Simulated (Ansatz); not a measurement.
Band structure of LaH₃ (I4/mmm, 4 atoms in the cell).

```
LaH3
1.0
   -1.89546     1.89546     3.08581
    1.89546    -1.89546     3.08581
    1.89546     1.89546    -3.08581
La H
1 3
Direct
  0.00000   0.00000   0.00000
  0.75000   0.25000   0.50000
  0.25000   0.75000   0.50000
  0.50000   0.50000   0.00000
```

Method of the run: PBEsol, PAW files made with PBE (plane waves; Ansatz, an electronic-structure program).

Settings: basis.ecutwfc = 420 eV; kpoints.mp_grid.grid = 6 6 6; hamiltonian.xc = pbesol; hamiltonian.pseudopotentials = {kind: paw} (the program's default PAW files); scf.occupations.method = fermi_dirac; scf.occupations.width = 0.05 eV; kpoints.band_path.npoints = 8.

The starting cell comes from a database of computed structures (which also holds hypothetical and non-ambient phases and stackings), without a prior relaxation at this level. Its lattice was rescaled by a random factor within 2.5 % of one.

Predict the gap along the standard path and the places of the band edges.

The gap along the path is 0.32 eV, from Γ to N; the smallest direct gap on it is 0.38 eV. Another conduction valley lies within 0.1 eV, so the order of the valleys is not sure.

Levels in eV from the top of the valence band on the path, bands 4 to 10:
| point | 4 | 5 | 6 | 7 | 8 | 9 | 10 |
|---|---|---|---|---|---|---|---|
| Γ | -15.94 | -7.26 | -2.04 | 0.00 | 0.38 | 1.40 | 1.40 |
| X | -16.24 | -4.91 | -4.72 | -2.25 | 1.68 | 1.91 | 1.92 |
| Y | -16.44 | -4.31 | -4.00 | -2.80 | 1.41 | 1.83 | 1.86 |
| S | -16.06 | -3.74 | -3.62 | -3.59 | 1.60 | 1.80 | 1.98 |
| Z | -16.15 | -4.68 | -4.22 | -2.87 | 1.90 | 1.90 | 2.05 |
| S1 | -16.06 | -3.74 | -3.62 | -3.59 | 1.60 | 1.80 | 1.98 |
| N | -15.98 | -5.21 | -3.30 | -1.41 | 0.32 | 1.42 | 1.84 |
| P | -16.25 | -4.39 | -3.73 | -3.73 | 0.85 | 1.90 | 1.90 |
| Y1 | -16.44 | -4.31 | -4.00 | -2.80 | 1.41 | 1.83 | 1.86 |

Keys are those of Ansatz 0.2.
